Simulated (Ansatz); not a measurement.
# Hypothetical rock salt BAs: pressure series

Take BAs in the rock salt structure (space group Fm-3m, No. 225; a = 4.614 Å; a hypothetical phase, not in the database extracts checked) as the base.

Cell and atoms are relaxed at each pressure.

Computed with Ansatz (an electronic-structure program), PBE, PAW, cutoff 420 eV, no spin-orbit coupling.

Notes on the quantities. enthalpy: H = E + PV relative to the base's energy.

```tsv
variant	volume per atom	enthalpy
base	12.28 Å³	–
pressure −2 GPa	12.47 Å³	-0.15 eV/atom
pressure −1 GPa	12.37 Å³	-0.08 eV/atom
pressure 0.3 GPa	12.25 Å³	+0.02 eV/atom
pressure 0.7 GPa	12.21 Å³	+0.05 eV/atom
pressure 1.5 GPa	12.14 Å³	+0.11 eV/atom
pressure 3 GPa	12.01 Å³	+0.23 eV/atom
pressure 5 GPa	11.84 Å³	+0.38 eV/atom
pressure 7.5 GPa	11.66 Å³	+0.56 eV/atom
pressure 10 GPa	11.48 Å³	+0.74 eV/atom
```

Load acts through the strain it causes; cell and atoms are relaxed under it. Whether these cells are dynamically stable was not tested. Competing high-pressure phases were not computed. All final runs are without spin polarisation.
